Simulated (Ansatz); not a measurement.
**Several settings converged on a (110) slab of Bi (cut from a parent of space group no. 229; 4 atoms in the cell)**

```xyz
4
Lattice="3.4422 0.0000 0.0000 -4.5896 3.2454 0.0000 0.0000 0.0000 22.4317" Properties=species:S:1:pos:R:3 pbc="T T T"
Bi     2.2948     0.8113     7.0000
Bi     0.0000     2.4340     9.8106
Bi     2.2948     0.8113    12.6211
Bi    -3.4422     2.4340    15.4317
```

Base method: PBEsol, default PAW files made with PBE (plane waves; Ansatz, a program for electronic structure).

Base settings: basis.ecutwfc = 420 eV; kpoints.mp_grid.grid = 9 9 1; hamiltonian.xc = pbesol; hamiltonian.pseudopotentials = {kind: paw} (the program's default PAW files); scf.occupations.method = gaussian; scf.occupations.width = 0.1 eV.

The count of work is k-points × plane waves × bands × iterations; it is no time. 

**The plane-wave cutoff**

The mesh stays at the base's, so the ladder's end is converged at best in this setting alone.

Only quantities that move along the ladder and can be compared are tabulated.

```tsv
basis.ecutwfc	free energy less the last step's (meV/atom)	largest difference of a force vector from the last step's (eV/Å)	count of work / last
210 eV	5887.27	0.105	0.12
250 eV	1055.39	0.003	0.17
295 eV	117.24	0.012	0.21
355 eV	3.95	0.000	0.27
420 eV	1.42	0.000	0.35
505 eV	0.31	0.000	0.46
630 eV	0.11	0.000	0.64
840 eV	0.00	0.000	1.0
```

Coarsest basis.ecutwfc that holds the forces within 0.02 eV/Å of the last step, with all finer ones: 250 eV, at 0.17 of the last step's count of work; the step before is off by 0.10 eV/Å.

Coarsest basis.ecutwfc that holds the free energy within 2 meV/atom of the last step, with all finer ones: 420 eV, at 0.35 of the last step's count of work; the step before is off by 3.9 meV/atom.

**The depth of the relaxed slab**

On the (110) slab of Bi (cut from a parent of space group no. 229; 1 atoms in the cell), and deeper slabs.

In this ladder: relax = atoms; relax.f_tol = 0.02 eV/Å.

Surface energy = (E_slab − N e_bulk)/2A, with e_bulk from the bulk crystal on its finest mesh (364 k-points); errors per atom of slab and bulk, whose meshes differ, grow with N.

The mesh stays at the base's, so the ladder's end is converged at best in this setting alone.

Only quantities that move along the ladder and can be compared are tabulated.

```csv
atoms,surface energy (J/m²),relaxation steps
1,0.638,1
2,0.322,4
3,0.385,3
5,0.331,4
```

Smallest size that holds the surface energy within 0.1 J/m²: not settled: the last two steps still differ by 0.055 J/m², over half the tolerance, so the ladder does not show it.

On the base run: the starting cell comes from a database of computed structures (which also holds hypothetical and non-ambient phases and stackings), without a prior relaxation at this level. The slab is cut from that crystal, and its faces are unrelaxed. Its lattice was rescaled by up to half a per cent.

Keys are those of Ansatz 0.2.
